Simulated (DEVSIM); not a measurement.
Device: Pt/Si3N4/p-Si capacitor, at 250 K.

| layer (left to right) | material | thickness (nm) | Na (cm⁻³) |
|---|---|---|---|
| 1 | Si3N4 | 12.0 | - |
| 2 | Si | 3800 | 4.6e16 |

Metal gate on the left, work function 5.6 eV. Fixed charge at the semiconductor interface 2.1e11 cm⁻² (in units of +e); no interface traps.

This is a model device: material constants are rounded textbook-type values typed into the input, and sizes, dopings and lifetimes were drawn at random. Values at 300 K; Nc and Nv go as T^1.5, mobilities as T to minus their exponent, the gap by Varshni's rule with the affinity fixed.

| parameter | Si3N4 | Si |
|---|---|---|
| gap (eV) | 5.1 | 1.124 |
| affinity (eV) | 2.1 | 4.05 |
| permittivity | 7.5 | 11.7 |
| Nc (cm⁻³) | - | 2.86e19 |
| Nv (cm⁻³) | - | 3.1e19 |
| Varshni α (eV/K) | - | 0.000473 |
| Varshni β (K) | - | 636 |

Model (solved in DEVSIM): 1D Poisson equation in equilibrium, Boltzmann statistics, complete ionisation; no quantum confinement or tunnelling. Metal contacts follow the ideal Schottky-Mott rule: no Fermi-level pinning, no interface dipoles.

Question: Tabulate band edges, carrier densities and field at 1.1 V on the gate.

Answer: Energies count from the Fermi level of the right contact; mesh points crowd at the junctions.

```tsv
x (μm)	Ec (eV)	Ev (eV)	n (cm⁻³)	p (cm⁻³)	field (V/cm)
0.000	2.400	-2.700	< 1e2	< 1e2	73000
0.001336	2.410	-2.690	< 1e2	< 1e2	73000
0.004051	2.430	-2.670	< 1e2	< 1e2	73000
0.008075	2.459	-2.641	< 1e2	< 1e2	73000
0.01126	2.482	-2.618	< 1e2	< 1e2	73000
0.01236	0.541	-0.596	2.8e8	2.3e7	79000
0.01427	0.556	-0.581	1.4e8	4.7e7	78000
0.02134	0.609	-0.527	1.2e7	5.5e8	73000
0.03451	0.698	-0.438	180000	3.5e10	63000
0.06423	0.855	-0.281	130	5.1e13	42000
0.1354	0.995	-0.141	< 1e2	3.3e16	3800
0.3791	1.002	-0.134	< 1e2	4.6e16	≈ 0
0.8698	1.002	-0.134	< 1e2	4.6e16	≈ 0
1.912	1.002	-0.134	< 1e2	4.6e16	≈ 0
3.170	1.002	-0.134	< 1e2	4.6e16	≈ 0
3.538	1.002	-0.134	< 1e2	4.6e16	≈ 0
3.691	1.002	-0.134	< 1e2	4.6e16	≈ 0
3.759	1.002	-0.134	< 1e2	4.6e16	≈ 0
3.795	1.002	-0.134	< 1e2	4.6e16	≈ 0
3.805	1.002	-0.134	< 1e2	4.6e16	≈ 0
3.810	1.002	-0.134	< 1e2	4.6e16	≈ 0
3.812	1.002	-0.134	< 1e2	4.6e16	≈ 0
```
